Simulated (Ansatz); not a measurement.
**Response to strain in GaAs**

Start from GaAs in the zinc blende structure (space group F-43m, No. 216; a = 5.6590 Å). Axes: x, y, z lie along the cube axes.

Strains are applied to the cell and any free atomic positions relax; under biaxial strain the out-of-plane vector relaxes too; under stress the whole cell relaxes.

The values are results of PBEsol/PAW in Ansatz (a program for electronic structure), no spin-orbit coupling, not measurements.

Notes on the quantities. pressure: mean of the normal stresses, compression positive.

```json
[
 {"variant": "base", "pressure": "0.00 GPa", "volume per atom": "22.65 Å³", "band gap": "0.42 eV"},
 {"variant": "biaxial strain −1.02 %, plane normal [001], relaxed out of plane", "pressure": "0.81 GPa", "volume per atom": "22.40 Å³", "band gap": "0.46 eV"},
 {"variant": "uniaxial strain ε_xx = −3.91 %", "pressure": "3.00 GPa", "volume per atom": "21.77 Å³", "band gap": "0.56 eV"},
 {"variant": "uniaxial strain ε_xx = −1.97 %", "pressure": "1.44 GPa", "volume per atom": "22.21 Å³", "band gap": "0.49 eV"},
 {"variant": "uniaxial stress, 3 GPa tension along z", "pressure": "–", "volume per atom": "22.99 Å³", "band gap": "0.20 eV"}
]
```

Stability under load was not tested beyond the relaxation. The zero or small gap of GaAs under uniaxial stress, 3 GPa tension along z can change with the level of theory.
